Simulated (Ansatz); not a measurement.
The reference is As in the A7 type structure (space group R-3m, No. 166; a = 3.7457 Å, c = 9.7524 Å (hexagonal axes); layered).

All numbers come from PBEsol-D3(BJ), PAW, 420 eV (Ansatz, an electronic-structure program; no spin-orbit coupling).

Before the change:

| Item | Value |
|---|---|
| In-plane lattice parameter a | 374.6 pm |
| Shortest interatomic distance | 251.8 pm |
| Band gap | zero |

Modification: a free-standing slab of 3 layers (6 atoms, 2 a layer) is cut normal to the stacking axis, with 15 Å of vacuum and the in-plane cell relaxed.

Estimate the effect on the in-plane lattice parameter a, thickness between the outermost nuclei, excess energy per area of both faces, shortest interatomic distance and band gap.

The in-plane lattice parameter a drops by 8.5 pm, from 374.6 pm to 366.1 pm; the thickness between the outermost nuclei comes out as 8.13 Å; the excess energy per area of both faces (slab less bulk energy over the cell's area: twice a surface energy) comes out as 1.2 J/m² (uncertain by up to 0.08 J/m²); the shortest interatomic distance falls by 3.1 pm to 248.7 pm; the band gap stays zero.

The excess energy carries the mismatch between the slab's and the bulk's meshes. Stability against distortions was not tested.
